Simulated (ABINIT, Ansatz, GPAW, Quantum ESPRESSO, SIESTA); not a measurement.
Cu (Fm-3m, 1 atom in the cell) computed with different codes at matched settings

Self-consistent single point.

```xyz
1
Lattice="0.0000 1.7766 1.7766 1.7766 0.0000 1.7766 1.7766 1.7766 0.0000" Properties=species:S:1:pos:R:3 pbc="T T T"
Cu     0.0000     0.0000     0.0000
```

Shared settings, as Ansatz (a first-principles code) writes them: kpoints.mp_grid.grid = 7 7 7; scf.occupations.method = fermi_dirac; scf.occupations.width = 0.1 eV. Potentials and cutoffs stand in the table.

| code | model | pressure (GPa) | cutoff |
|---|---|---|---|
| SIESTA | GGA PBE, numerical atomic orbitals DZP, PseudoDojo PBE standard norm-conserving potentials (rewritten from UPF to PSML) | 3.43 | grid 300 Ry |
| Quantum ESPRESSO | PBE, PSlibrary ultrasoft (PBE) pseudopotentials | 9.95 | 50 Ry |
| ABINIT | PBE, PAW (JTH v2.0 PBE PAW) | 9.70 | 816 eV |
| GPAW | PBE, GPAW PAW datasets PBE (gpaw-data 1.0.1) | 11.70 | 850 eV |
| Ansatz | PBE, default PAW files | 10.27 | default |

On Ansatz's run: spin polarisation is off.

The spread over the programs that give each value: pressure within 8.27 GPa.

SIESTA uses small atom-centred bases, whose incompleteness enters pressures, forces and empty levels differently from a plane-wave cutoff. Ansatz's pressure is given at a fixed set of plane waves, as the other plane-wave codes print theirs; with its correction for the finite basis it is 10.42 GPa. In the pressure, SIESTA (by 6.68) and GPAW (by 1.59) lie more than 1 GPa from the median of the plane-wave programs.

On the base mesh (21 21 21) the same programs gave: Ansatz pressure 10.44 GPa; Quantum ESPRESSO pressure 10.12 GPa; ABINIT pressure 9.86 GPa; GPAW pressure 11.87 GPa; SIESTA pressure 3.59 GPa.

The starting cell comes from a database of computed structures (which also holds hypothetical and non-ambient phases and stackings), without a prior relaxation at this level. Its lattice was rescaled by a random factor within 2.5 % of one.

Left out of this page: Elk and FLEUR (not drawn, or without a comparable value).

Keys are those of Ansatz 0.2.
